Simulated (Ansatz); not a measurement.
Base system: LaN in the zinc blende structure (space group F-43m, No. 216; a = 5.613 Å; a hypothetical phase, not in the database extracts checked).

(Cell as relaxed with PBE.)

Levels (all Ansatz, a program for electronic structure, PAW): PBE (420 eV, no spin-orbit coupling); PBEsol (420 eV, no spin-orbit coupling).

Each level relaxes its own structure.

```
base                      PBE    PBEsol
-------------------  --------  --------
volume per atom      22.10 Å³  21.33 Å³
lattice parameter a   5.613 Å   5.546 Å
band gap              1.17 eV   1.07 eV
```

Perturbation: hydrostatic tension (pressure −1 GPa).

```
quantity                                  PBE          PBEsol
-----------------------------  --------------  --------------
shortest interatomic distance         2.440 Å         2.410 Å
electron mass                  0.40 mₑ (at Γ)  0.39 mₑ (at Γ)
```

PBE's shortest interatomic distance lies 0.0295 Å above PBEsol's (1.2 %). Neither level is exact; PBEsol is the comparison here, not a measurement.

Load acts through the strain it causes; cell and atoms are relaxed under it. Effective masses come from finite differences of ±0.01 Å⁻¹. Stability against distortions was not tested.
